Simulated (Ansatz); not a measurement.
System: MgO (P6₃mc, No. 186; start mp-549706; another space group than a measured phase of this formula). Method: G0W0@PBEsol (Ansatz, an electronic-structure program, hard PAW, contour deformation).

The cell is the one relaxed with PBEsol. Conventional cell: a = 3.3028 Å, b = 3.3028 Å, c = 5.0204 Å, α = 90.00°, β = 90.00°, γ = 120.00°.

The quasiparticle gap at Γ at a fixed k mesh 3×3×2:

```json
[
 {"response cutoff": "150 eV, 363 empty bands", "value (eV)": "5.575"},
 {"response cutoff": "200 eV, 560 empty bands", "value (eV)": "5.693"},
 {"response cutoff": "250 eV, 782 empty bands", "value (eV)": "5.752"},
 {"response cutoff": "300 eV, 1028 empty bands", "value (eV)": "5.790"}
]
```

Task: Taking the value to converge with the response cutoff E as E^(−3/2), extrapolate from the last two rows.

Result: With y = y∞ + c/w and weights w = 3953 and 5196 for the last two rows, y∞ = (w2 y2 − w1 y1)/(w2 − w1) = (5196 × 5.790 − 3953 × 5.752)/1243 = 5.911 eV, which lies 0.121 beyond the last row. Successive pairs of rows give 5.912, 5.900, 5.911. The limit also hangs on the law assumed, so its last digits aren't firm.

The other settings are not extrapolated, so this is the limit in one setting alone.

A start named mp-… is a Materials Project structure, which can be a computed phase never made.
